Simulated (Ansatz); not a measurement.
## Hf2N (P4_2/mnm): band-structure transport figures

Here is the system:

```
CELL_PARAMETERS angstrom
      5.29099     0.00000     0.00000
      0.00000     5.29099     0.00000
      0.00000     0.00000     3.23210
ATOMIC_POSITIONS crystal
  Hf 0.29518 0.29518 0.00000
  Hf 0.70482 0.70482 0.00000
  Hf 0.20482 0.79518 0.50000
  Hf 0.79518 0.20482 0.50000
  N  0.00000 0.00000 0.00000
  N  0.50000 0.50000 0.50000
```

Calculation: r2SCAN, rigid bands (plane waves, PAW, scalar-relativistic; Ansatz, a program for electronic structure). Condition of this run: functional r2SCAN on the same cell. Cell: cell and atoms relaxed with PBEsol.

```yaml
density of states at the Fermi level: 2.31 states/(eV·cell), both spins
bare Sommerfeld coefficient: 0.91 mJ/(mol of atoms·K²)
drude_plasma_energy: 3.4 (x), 3.4 (y), 5.8 (z) eV
root-mean-square Fermi velocity: 5.3e5 m/s
resistivity times τ: 43 (x), 43 (y), 14.7 (z) ×10⁻²² Ω·m·s
```

A metal at this level (no band gap); rigid bands, thermally averaged at 300 K, both spins. Spin-orbit coupling is left out, which matters with elements this heavy. τ is one relaxation time for all states.

Computed structure with no diffraction record at hand here (it may be known, metastable or hypothetical): Hf2N (P4_2/mnm).
